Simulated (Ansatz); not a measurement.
# Response to strain in Ru

The reference is Ru in the hcp (Mg type) structure (space group P6_3/mmc, No. 194; a = 2.705 Å, c = 4.260 Å). Axes: x lies along a and z along c of the hexagonal cell.

Strains are applied to the cell and any free atomic positions relax; under biaxial strain the out-of-plane vector relaxes too.

All numbers come from r2SCAN (Ansatz, a first-principles code; PAW; 500 eV plane waves; without spin-orbit coupling).

Notes on the quantities. pressure: mean of the normal stresses, compression positive.

```json
[
 {"variant": "base", "volume per atom": "13.49 Å³", "pressure": "0.0 GPa", "space group": "P6_3/mmc (No. 194)"},
 {"variant": "biaxial strain −1.87 %, plane normal [001], relaxed out of plane", "volume per atom": "13.13 Å³", "pressure": "9.8 GPa", "space group": "P6_3/mmc (No. 194)"},
 {"variant": "biaxial strain −0.83 %, plane normal [001], relaxed out of plane", "volume per atom": "13.33 Å³", "pressure": "4.1 GPa", "space group": "P6_3/mmc (No. 194)"},
 {"variant": "biaxial strain −0.55 %, plane normal [001], relaxed out of plane", "volume per atom": "13.38 Å³", "pressure": "2.7 GPa", "space group": "P6_3/mmc (No. 194)"},
 {"variant": "biaxial strain +0.54 %, plane normal [001], relaxed out of plane", "volume per atom": "13.60 Å³", "pressure": "-2.5 GPa", "space group": "P6_3/mmc (No. 194)"},
 {"variant": "isotropic strain −0.73 %", "volume per atom": "13.20 Å³", "pressure": "7.8 GPa", "space group": "P6_3/mmc (No. 194)"},
 {"variant": "uniaxial strain ε_xx = +5.47 %", "volume per atom": "14.23 Å³", "pressure": "-14.7 GPa", "space group": "Cmcm (No. 63)"},
 {"variant": "uniaxial strain ε_yy = +1.08 %", "volume per atom": "13.64 Å³", "pressure": "-3.4 GPa", "space group": "Cmcm (No. 63)"},
 {"variant": "tensor shear ε_xz = −0.69 %", "volume per atom": "13.49 Å³", "pressure": "0.1 GPa", "space group": "C2/c (No. 15)"},
 {"variant": "tensor shear ε_xy = +2.26 %", "volume per atom": "13.49 Å³", "pressure": "0.6 GPa", "space group": "P2_1/m (No. 11)"}
]
```

Without a gap, meshes like the base's 20×20×11 leave anisotropic stresses uncertain by several tenths of a GPa, and small strain energies with them. No phonon test of stability was made. The final runs are not spin-polarised.
